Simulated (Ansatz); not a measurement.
The parent structure is FeAgSe₂ (space group R-3m, No. 166; a = 3.346 Å, c = 21.414 Å (hexagonal axes); ferromagnetic; a hypothetical phase, not in the database extracts checked).

Level of theory: DFT with PBEsol, PAW potentials and a 420 eV plane-wave cutoff in Ansatz (a first-principles code), scalar-relativistic without spin-orbit coupling.

For the base:

| Quantity | Value |
|---|---|
| c/a ratio | 6.399 |
| Magnetic state | ferromagnetic |

Perturbation: Ni takes the place of Fe on all its sites, then cell and atoms are relaxed.

Tabulated Pauling electronegativity and covalent radius: Fe 1.83, 1.32 Å; Ni 1.91, 1.24 Å.

Task: Predict the new c/a ratio.

Result: The c/a ratio decreases by 0.837 (6.399 → 5.562).

Task: How does this affect the magnetic state?

Result: The magnetic state becomes non-magnetic (base: ferromagnetic).

The magnetic state is the one reached from the starting moments; the real material's order can differ, and small cells can't hold many antiferromagnetic ones. No phonon test of stability was made. As relaxed here, NiAgSe2 is a hypothetical phase, not in the database extracts checked. Starting moments died away, wholly or in part, for Fe → Ni; another magnetic solution may exist. Spin-polarised in the final run: base; the other runs are not. An odd electron count without spin: NiAgSe2.
